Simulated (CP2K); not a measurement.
Input and output of a self-consistent single point for Li3Au (P1, 4 atoms in the cell) (CP2K).

Method of the run: PBEsol, GPW, DZVP-MOLOPT-SR-GTH basis, GTH-PBE potentials (GTH_POTENTIALS) (CP2K).

The change in words: lattice scaled by 0.98. Reference geometry:
```
Li3Au
1.0
    4.76003     0.00000     0.00000
    1.31058     4.57606     0.00000
   -3.03530    -2.28803     2.86527
Li Au
3 1
Direct
  0.74565   0.25446   0.48761
  0.25162   0.74333   0.51199
  0.51140   0.48653   0.99109
  0.99133   0.01568   0.00931
```

Reference input (self-consistent single point, DFT PBEsol, GPW, DZVP-MOLOPT-SR-GTH basis, GTH-PBE potentials (GTH_POTENTIALS)): CUTOFF = 500 Ry; REL_CUTOFF = 40 Ry; SMEAR/METHOD = GAUSSIAN; SIGMA = 0.1 eV; KPOINTS/SCHEME = MACDONALD 7 7 8 0 0 0.0625; XC_FUNCTIONAL = PBE:PBESOL; Li/BASIS_SET = DZVP-MOLOPT-SR-GTH-q3; Li/POTENTIAL = GTH-PBE-q3; Au/BASIS_SET = DZVP-MOLOPT-SR-GTH-q11; Au/POTENTIAL = GTH-PBE-q11; METHOD = GPW; EPS_DEFAULT = 1e-10. This run's input differs from it in these lines:

```diff
@@ -66,4 +66,4 @@
     &CELL
-      ABC 4.76003000 4.76003102 4.76003061
-      ALPHA_BETA_GAMMA 129.61789412 129.61789398 74.01837339
+      ABC 4.66483000 4.66483066 4.66483003
+      ALPHA_BETA_GAMMA 129.61789075 129.61789462 74.01836790
       PERIODIC XYZ
```

Output, abridged:

```
 SCF WAVEFUNCTION OPTIMIZATION

  Step     Update method      Time    Convergence         Total energy    Change
     1 NoMix/Diag. 0.20E+00      -     0.48026449       -55.7248383999 -5.57E+01
     2 Broy./Diag. 0.20E+00      -     0.10855865       -57.5449923919 -1.82E+00
     3 Broy./Diag. 0.20E+00      -     0.20463600       -56.6077404077  9.37E-01
     4 Broy./Diag. 0.20E+00      -     0.02819193       -55.6145057284  9.93E-01
     5 Broy./Diag. 0.20E+00      -     0.00986879       -55.4254050910  1.89E-01
     6 Broy./Diag. 0.20E+00      -     0.00576326       -55.4163634598  9.04E-03
   [... 7 lines left out ...]
    14 Broy./Diag. 0.20E+00      -     0.00003576       -55.4929153816  2.06E-04
    15 Broy./Diag. 0.20E+00      -     0.00000349       -55.4928490851  6.63E-05
    16 Broy./Diag. 0.20E+00      -     0.00000996       -55.4928607742 -1.17E-05
    17 Broy./Diag. 0.20E+00      -     0.00000034       -55.4928614307 -6.57E-07
  *** SCF run converged in    17 steps ***

  Overlap energy of the core charge distribution:               0.00000000006127
  Self energy of the core charge distribution:                -76.89473709666773
  Core Hamiltonian energy:                                     19.25431733951899
  Hartree energy:                                              12.72478886714464
  Exchange-correlation energy:                                -10.57702018205894
  Smearing free energy correction:                             -0.00021035840929
  Fermi energy:                                                 0.14510236709542

  Total energy:                                               -55.49286143070514
  Total energy (extrapolated to sigma->0):                    -55.49275625150050

   [... lines left out ...]

 STRESS| Analytical stress tensor [bar]
 STRESS|                        x                   y                   z
 STRESS|      x        2.23209141950E+04  -4.69897111208E+03  -1.95473149564E+03
 STRESS|      y       -4.69897111208E+03   2.53623091542E+04  -1.49916485637E+03
 STRESS|      z       -1.95473149564E+03  -1.49916485637E+03   2.69313710123E+04
 STRESS| 1/3 Trace                                             2.48715314538E+04
```

The run converged in 17 iterations. Against the reference run the free energy rises by 6.9 meV/atom, the pressure goes from 0.06 to 2.49 GPa and the largest force goes from 0.269 to 0.343 eV/Å.

The starting cell comes from a database of computed structures (which also holds hypothetical and non-ambient phases and stackings), without a prior relaxation at this level. Its atoms were displaced at random from the sites of space group no. 139. For this run, on top of that: lattice scaled by 0.98. Values carry the incompleteness of an atom-centred basis. The potentials were made for another functional than the one used.

Cost on one core of a shared machine: roughly 2 min.
